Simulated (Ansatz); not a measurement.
**Rh: transverse stress against strain**

Rh (fcc, Fm-3m, 13.520 Å³/atom at rest, cube axes along x, y and z) under a strain ε along a cube axis (axis z), the other axes held. PBEsol in Ansatz, a plane-wave DFT program (PAW, default set), 420 eV, 30×30×30 Γ-centred mesh, Fermi-Dirac smearing 0.10 eV; ions are relaxed within the symmetry of each cell. Stress is positive for a compressed cell.

Here s stands for strain and y for stress xx.

```
strain (%)  stress xx (GPa)
----------  ---------------
-3.00                     ?
-1.50                  3.30
-1.00                  2.16
-0.50                  1.06
0.00                   0.00
0.50                  -1.01
1.00                  -1.99
1.50                  -2.92
```

**Question.** Fit y against s with a straight line, and predict the withheld value at s = -3.00.

**Answer.** Means: s 0, y 0.086. About the means, the sum of products is -14.515 and the sum of squares of s is 7.0000; the slope is their ratio. Least squares gives y = 0.086 - 2.0736·s. Residuals (row less fit): 0.104, 0.000, -0.063, -0.086, -0.059, -0.002, 0.104; standard error 0.085 (degrees of freedom: 5). The slope gives the elastic constant C12 = 207 ± 3 GPa. At the withheld row, y = 0.086 - 2.0736 × (-3.0) = 6.307 GPa. The calculation gives 7.04 GPa, 0.733 GPa above the prediction (7.4 % of the range of y in the table). The row lies outside the fitted rows, so this is an extrapolation. From the scatter of the fitted rows alone, a prediction at this place has a standard error of 0.133 GPa, so the miss is 5.5 times that.

One order more, fitted to all 13 runs of the series, follows each within 0.02, so the miss is the next term of a smooth law. In a metal these values are sensitive to mesh and smearing; energies are taken to zero smearing, stresses follow the free energy. Rows are the converged runs of the series near zero and its far end; series whose fitted rows scatter by over a few per cent of the range, as at a crossing or softening among them, aren't shown in this form. Most that stay on the fit to the last digits aren't either.
